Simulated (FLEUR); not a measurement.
Input and output of a self-consistent single point for Li2Mg (Cmcm, 6 atoms in the cell) (FLEUR).

Method: PBEsol, all-electron FLAPW (FLEUR), scalar-relativistic valence in FLEUR.

The change in words: lattice scaled by 0.98. Reference geometry:
```yaml
crystal:
  lattice:
    - [1.64532, -7.42299, 0.00000]
    - [1.64532, 7.42299, 0.00000]
    - [0.00000, 0.00000, 4.90307]
  atoms:
    - { symbol: Li, position: [0.59219, 0.40781, 0.75000] }
    - { symbol: Li, position: [0.40781, 0.59219, 0.25000] }
    - { symbol: Li, position: [0.25318, 0.74682, 0.75000] }
    - { symbol: Li, position: [0.74682, 0.25318, 0.25000] }
    - { symbol: Mg, position: [0.92304, 0.07696, 0.75000] }
    - { symbol: Mg, position: [0.07696, 0.92304, 0.25000] }
```

Reference input (self-consistent single point, DFT, PBEsol, all-electron FLAPW (FLEUR), scalar-relativistic valence): Kmax = 3.9 1/bohr; GmaxXC = 15.6 1/bohr; xcFunctional = PBEs; jspins = 1; l_soc = F; mode = hist; fermiSmearingEnergy = 0.00499791 Htr; mesh (inpgen div1-3) = 8 8 6; inpgen gamma flag = true; Gmax = 15.6 1/bohr; numbands = 0; maxIterBroyd = 15. This run's input differs from it in these lines:

```diff
@@ -3,6 +3,6 @@
 &input film=f /
-0.2163992138 -0.9763049627 0.0000000000
-0.2163992138 0.9763049627 0.0000000000
-0.0000000000 0.0000000000 0.6448737737
-14.3678652277
+0.2163992578 -0.9763049530 0.0000000000
+0.2163992578 0.9763049530 0.0000000000
+0.0000000000 0.0000000000 0.6448738387
+14.0805076768
 1.0 1.0 1.0
@@ -48,5 +48,5 @@
          <bravaisMatrix>
-            <row-1>    3.1091947392586379   -14.0274181252082748     0.0000000000000000</row-1>
-            <row-2>    3.1091947392586379    14.0274181252082748     0.0000000000000000</row-2>
-            <row-3>    0.0000000000000000     0.0000000000000000     9.2654594693999091</row-3>
+            <row-1>    3.0470114107067223   -13.7468693856143620     0.0000000000000000</row-1>
+            <row-2>    3.0470114107067223    13.7468693856143620     0.0000000000000000</row-2>
+            <row-3>    0.0000000000000000     0.0000000000000000     9.0801510363828353</row-3>
          </bravaisMatrix>
```

Output (repeated stretches shortened):

```
 Iteration:     1   Distance:       2.09158596 me/bohr^3
 Iteration:     2   Distance:       1.95329505 me/bohr^3
 Iteration:     3   Distance:       1.09717649 me/bohr^3
 Iteration:     4   Distance:       0.50083328 me/bohr^3
 Iteration:     5   Distance:       0.39193267 me/bohr^3
   [... 5 lines left out ...]
 Iteration:    11   Distance:       0.00021991 me/bohr^3
 Iteration:    12   Distance:       0.00014914 me/bohr^3
 Iteration:    13   Distance:       0.00002261 me/bohr^3
 Iteration:    14   Distance:       0.00000299 me/bohr^3
 Reset of history
 Run finished successfully
 Stop message:
   Structural relaxation: new displacements generated

[file out, last iteration]
             iter=     15
[...]
          total density-effective poten   -6.5512624132E+02
          total charge density-energy d   -3.9232102104E+01
 Updated energy parameters for spin:           1
[...]
 fermi energy and band-weighting factors:
    0.217377    0.244153    0.286652

[...]
FERMIE:
          first approx. to ef    (T=0)  :   0.070894 htr   (energy of the highest occ. eigenvalue)
          number of occ. states  (T=0)  :       1014
          first approx. to seigv (T=0)  : -28.619827 htr
          sum of weights of occ. states :  12.013021
          sum of semicore charge        :   0.000000 e
FERHIS:  Fermi-Energy by histogram:
          bandgap                     :   0.000022 htr
   [... lines left out ...]
          charge neutrality (T=0)     :   0.026042    (zero if the highest occ. eigenvalue is "entirely" occupied)
     EF_NEWTON:  Adjust Fermi-Energy by Newton-Method.
 Direct bandgap for spin            1 :    5.8446234297679783E-003  Htr
 ---->    free energy=                      -429.6572935917 htr
   [... lines left out ...]
 TOTAL FORCE FOR ATOM TYPE=  1  X=  0.000   Y= 11.212   Z= -2.270
                       FX_TOT= 0.000000 FY_TOT= 0.000233 FZ_TOT= 0.000000
 TOTAL FORCE FOR ATOM TYPE=  2  X=  0.000   Y= -6.961   Z= -2.270
                       FX_TOT= 0.000000 FY_TOT= 0.000786 FZ_TOT= 0.000000
 TOTAL FORCE FOR ATOM TYPE=  3  X=  0.000   Y=  2.116   Z= -2.270
                       FX_TOT= 0.000000 FY_TOT= 0.000109 FZ_TOT= 0.000000
```

The run converged in 14 iterations. FLEUR gives forces in its relaxation mode, with a further iteration, so its stop message speaks of a relaxation. Against the reference run the free energy rises by 5.9 meV/atom and the largest force stays at 0.040 eV/Å.

The starting cell comes from a database of computed structures (which also holds hypothetical and non-ambient phases and stackings), without a prior relaxation at this level. For this run, on top of that: lattice scaled by 0.98. Values depend on the basis (sphere radii, cutoffs, local orbitals), which need not be converged. The log's line on a gap gives a spacing of levels on this mesh, which the program prints for metals too.

Cost on one core of a shared machine: roughly 10 min.
